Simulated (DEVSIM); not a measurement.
Structure: illuminated Si n-on-p cell, one wavelength, at 300 K.

```csv
layer (left to right),material,thickness (μm),Nd (cm⁻³),Na (cm⁻³),τn (s),τp (s),absorption coefficient (cm⁻¹)
1,Si,0.140,7.9e18,-,1.6e-5,2.3e-6,950
2,Si,130,-,6.2e15,5.7e-5,5.7e-5,950
```

Left contact: ohmic, minority hole recombination velocity 30000 cm/s. Right contact: ohmic, minority electron recombination velocity 4000 cm/s. Voltage is applied to the left contact. Recombination: SRH at mid-gap, radiative, Auger. Light enters at the left, 1.2e18 photons cm⁻² s⁻¹, one pass, no reflection. Mobility is constant in doping. Where it depends on doping, it is μmin + (μ − μmin)/(1 + (N/Nref)^α).

Constants are typed, rounded textbook-type inputs, not results; the design itself was drawn at random and stands for no fabricated device. Values at 300 K. The table also holds parameters that only a changed run uses.

| parameter | Si |
|---|---|
| gap (eV) | 1.124 |
| affinity (eV) | 4.05 |
| permittivity | 11.7 |
| Nc (cm⁻³) | 2.86e19 |
| Nv (cm⁻³) | 3.1e19 |
| μn (cm²/Vs) | 1417 |
| μp (cm²/Vs) | 470 |
| μn,min | 52 |
| μp,min | 45 |
| Nref,n | 9.7e16 |
| Nref,p | 2.2e17 |
| αn | 0.68 |
| αp | 0.72 |
| B (cm³/s) | 4.7e-15 |
| Cn (cm⁶/s) | 2.8e-31 |
| Cp (cm⁶/s) | 9.9e-32 |

Simulated with DEVSIM: 1D drift-diffusion, Boltzmann statistics, complete ionisation; no tunnelling, impact ionisation, image-force lowering or self-heating.

Base results: potential step across the device at zero bias (V) 0.871; largest power (mW/cm²) 95.7; largest field in the device at zero bias (V/cm) 150000; dark forward voltage at 100 A/cm² (V) 0.857.

Question: What follows from this one change: recombination velocity at the right contact 4000 → 100000 cm/s?

Answer: potential step across the device at zero bias little changed (0.871 V); largest power 95.7 → 90.7 mW/cm²; largest field in the device at zero bias little changed (150000 V/cm); dark forward voltage at 100 A/cm² little changed (0.857 V).

Question: What follows from this one change: doping Nd of layer 1 7.9e+18 → 2.4e+17 cm^-3?

Answer: potential step across the device at zero bias 0.871 → 0.780 V; largest power 95.7 → 94.1 mW/cm²; largest field in the device at zero bias 150000 → 41000 V/cm; dark forward voltage at 100 A/cm² 0.857 → 0.909 V.

Question: What follows from this one change: doping-dependent mobility in place of the constant one?

Answer: potential step across the device at zero bias little changed (0.871 V); largest power little changed (95.6 mW/cm²); largest field in the device at zero bias little changed (150000 V/cm); dark forward voltage at 100 A/cm² 0.857 → 0.864 V.
